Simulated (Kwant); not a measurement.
Device: wire with a row of barriers in a GaN two-dimensional gas. Effective mass 0.22 mₑ, grid spacing 6.2 nm, hard walls, nominal width 150 nm (25 grid rows, so walls 161.2 nm apart), one parabolic valley, scattering region 620 nm long along x; energies count from the band bottom; Fermi energy swept from 6.0773e-05 to 0.00072167 eV. 2 barrier(s) across the wire, height 0.0055 eV, thickness 24.8 nm (about 4 grid columns), spaced by 99.2 nm.

Constants are typed, rounded textbook-type inputs, not results; the design itself was drawn at random and stands for no fabricated device.

Kwant, effective-mass tight-binding model on a square grid, one spin, coherent transport at 0 K. Conductance is in e²/h.

Problem. How many channels do the leads carry at E = 0.526 meV?

Solution. The hard-wall thresholds are n² ħ²π²/(2mW²) = n² × 0.0658 meV with W = 161.2 nm. √(0.526/0.0658) = 2.83, so 2.
